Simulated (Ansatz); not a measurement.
AgCl: pressure series

Consider AgCl in the rock salt structure (space group Fm-3m, No. 225; a = 5.611 Å).

Cell and atoms are relaxed at each pressure.

Level of theory: PBE (Ansatz, a quantum-chemistry and plane-wave program, PAW, no spin-orbit coupling).

Candidates:
(a) pressure 0.9 GPa
(b) pressure 9 GPa
(c) pressure 15 GPa
(d) pressure −1 GPa
(e) pressure −2 GPa

Base values:

| Property | Result |
|---|---|
| Smallest direct gap | 2.88 eV |

Order them by smallest direct gap, lowest first.

(e) pressure −2 GPa (2.74 eV), (d) pressure −1 GPa (2.81 eV), (a) pressure 0.9 GPa (2.94 eV), (b) pressure 9 GPa (3.41 eV), (c) pressure 15 GPa (3.68 eV)

Load acts through the strain it causes; cell and atoms are relaxed under it. No phonon test of stability was made. No other phases were tried under pressure.
